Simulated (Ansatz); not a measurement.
Worked calculations on one periodic cell of amorphous Si24O45N2: Si24O45N2, 71 atoms, volume 1071.9 Å³, made by a melt-quench on the CHGNet potential and relaxed with DFT. O and N atoms were pushed apart under 1.9 Å during the dynamics, to hinder bonds among them. It is a model cell: composition and starting density were chosen by hand, and all elements were melted together. Cycles of charging were run to anneal it. Calculation: PBE, scalar-relativistic without spin-orbit coupling (plane waves to 420 eV, PAW; Ansatz, a quantum-chemistry and plane-wave program). Sampling: a 2×2×2 Γ-centred mesh; Fermi-Dirac width 0.02 eV; no spin polarisation. Its volume was held where the quench left it, its shape was held as a cube, and it stands at a mean pressure of -1.3 GPa with stress components up to 2.3 GPa; the relaxation ran on the zone centre alone. Its density went from a set 2.20 to 2.20 g/cm³. The cell is small and was quenched far faster than a real film, so it is one sample of the glass.

**Question.** Count formal charges (Si +4, O -2, N -3). What does the count lead one to expect at the Fermi level, and what does the calculation give?

**Answer.** 24 × (+4) + 45 × (-2) + 2 × (-3) = 0. The charges balance, so the anion-derived valence states can be full and a gap can open. On this mesh the highest filled and lowest empty level lie 3.49 eV apart, the PBE gap of this cell, with a localised state at one edge or both.

Four energies for a hole at PBE on the zone centre alone (charged cells in a uniform background, spin-polarised): neutral at the neutral geometry -41632.431 eV; charged at the neutral geometry -41634.138 eV; charged and relaxed -41634.454 eV; neutral at the charged geometry -41631.992 eV.

**Question.** Find the two relaxation energies and their sum, the reorganisation energy.

**Answer.** On charging: -41634.138 − (-41634.454) = 0.316 eV. On discharging: -41631.992 − (-41632.431) = 0.439 eV. The sum is 0.755 eV. The carrier's level spreads over 6 of the 71 atoms' worth, so it counts as partly localised, most on one O atom with neighbours Si 1.58 Å, Si 1.73 Å (neutral geometry). The values are uncorrected: the image energy of a point charge in this cell, 2.84 × 14.40 / (2 × 10.2) = 2.0 eV before screening, is screened by electrons alone at the fixed geometry and by ions too after relaxing, and the carrier can be spread before it relaxes, so each term can be off by up to that value times 1/ε∞, some tenths of an eV. PBE's self-interaction favours spread-out carriers, so a hybrid can localise more.
